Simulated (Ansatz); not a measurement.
## A computed series for TiO2: pressure series

Take TiO₂ in the rutile structure (space group P4_2/mnm, No. 136; a = 4.643 Å, c = 2.964 Å) as the base.

Cell and atoms are relaxed at each pressure.

Levels (all Ansatz, a first-principles code, PAW): PBE (420 eV, without spin-orbit coupling); PBEsol (420 eV, no spin-orbit coupling).

The base cell above is that of PBE; each level relaxes its own structures.

```csv
case,"lattice parameter a, PBE","lattice parameter a, PBEsol"
pressure −2 GPa,4.663 Å,4.609 Å
pressure −1 GPa,4.653 Å,4.600 Å
pressure 0.3 GPa,4.641 Å,4.589 Å
pressure 0.7 GPa,4.637 Å,4.586 Å
pressure 1.5 GPa,4.630 Å,4.579 Å
pressure 3 GPa,4.616 Å,4.567 Å
pressure 5 GPa,4.599 Å,4.552 Å
pressure 7.5 GPa,4.580 Å,4.534 Å
pressure 10 GPa,4.561 Å,4.517 Å
```

PBE lies above PBEsol in every row, by 0.044 Å to 0.055 Å. They put the cases in the same order.

Load acts through the strain it causes; cell and atoms are relaxed under it. Whether these cells are dynamically stable was not tested. Competing high-pressure phases were not computed. The final runs are not spin-polarised.
